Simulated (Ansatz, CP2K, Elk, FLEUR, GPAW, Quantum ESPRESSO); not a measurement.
# Code comparison for YGe₂ (I4_1/amd, 6 atoms in the cell)

Self-consistent single point, at a second geometry (lattice scaled by 0.98). First geometry:

```xyz
6
Lattice="-2.0219 2.0219 8.4277 2.0219 -2.0219 8.4277 2.0219 2.0219 -8.4277" Properties=species:S:1:pos:R:3 pbc="T T T"
Y      0.0000     0.0000     8.4277
Y      2.0219     0.0000     4.2138
Ge     0.0000     2.0219     5.5284
Ge     0.0000     0.0000     1.3146
Ge     0.0000     0.0000    15.5408
Ge     0.0000     2.0219     2.8993
```

Shared settings, as Ansatz (a quantum-chemistry and plane-wave program) writes them: kpoints.mp_grid.grid = 5 5 5; scf.occupations.method = fermi_dirac; scf.occupations.width = 0.1 eV. Potentials and cutoffs stand in the table.

```tsv
code	model	ΔF from the first geometry (meV/atom)	pressure (GPa)	largest force (eV/Å)	cutoff
Elk	PBEsol, all-electron FP-LAPW, Elk's shipped species files, default APW+lo basis	-27.9	–	–	default
Ansatz	PBEsol, PAW files made with PBE	-31.1	-1.75	0.021	default
FLEUR	PBEsol, all-electron FLAPW (FLEUR), scalar-relativistic valence	-29.6	–	–	Kmax 3.8 1/bohr
GPAW	PBEsol, GPAW PAW datasets PBEsol (made by gpaw-setup)	-30.7	-1.71	0.005	550 eV
CP2K	PBEsol, GPW, DZVP-MOLOPT-SR-GTH basis, GTH-PBE potentials (GTH_POTENTIALS)	-10.5	0.88	0.023	grid 500 Ry
Quantum ESPRESSO	PBEsol, PSlibrary PAW (PBE) pseudopotentials	-28.9	-1.47	0.005	45 Ry
```

A dash marks a value that a program does not give, or that is left out as unsure.

The spread over the programs that give each value: ΔF from the first geometry within 20.6 meV/atom; pressure within 2.63 GPa; largest force within 0.018 eV/Å.

CP2K uses small atom-centred bases, whose incompleteness enters pressures, forces and empty levels differently from a plane-wave cutoff. Elk and FLEUR treat all electrons, but the usual bases taken here (sphere radii, linearisation, local orbitals, empty states) were not tested for convergence, so the values are no reference for the others. Ansatz's pressure is given at a fixed set of plane waves, as the other plane-wave codes print theirs. In the pressure, CP2K (by 2.59) lies more than 1 GPa from the median of the plane-wave programs.

The starting cell comes from a database of computed structures (which also holds hypothetical and non-ambient phases and stackings), without a prior relaxation at this level. Its lattice was rescaled by a random factor within 2.5 % of one. For this run, on top of that: lattice scaled by 0.98.

Keys are those of Ansatz 0.2.
